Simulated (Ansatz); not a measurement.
The starting structures come from a database of crystals and need not be the phases stable at ambient conditions.

 Where the default PAW files enter, the runs use the earlier of Ansatz's two default sets.

By PBEsol, the system below comes out a metal.

Crystal: W$_{2}$C (P-3m1, not sure to be the ambient phase, 3 atoms a cell, 12.7 Å³ an atom, -10 GPa at this level); planes in its conventional cell.

Computed with PBEsol (plane waves, PAW; Ansatz, a first-principles code).

G/A = (e²/h) × open channels of both spins per area, as a mean over 0.1 eV about the Fermi level, without spin-orbit coupling, for the cells as given.

```
plane  area (Å²)  G/A (10¹⁵ S/m²)
-----  ---------  ---------------
(100)       14.4             0.93
(111)       26.2                ?
(001)        8.2                ?
(110)       24.9                ?
```

Question: Fill in the missing entries.

Answer: 
- (111), G/A (10¹⁵ S/m²): 0.96
- (001), G/A (10¹⁵ S/m²): 1.1
- (110), G/A (10¹⁵ S/m²): 0.94
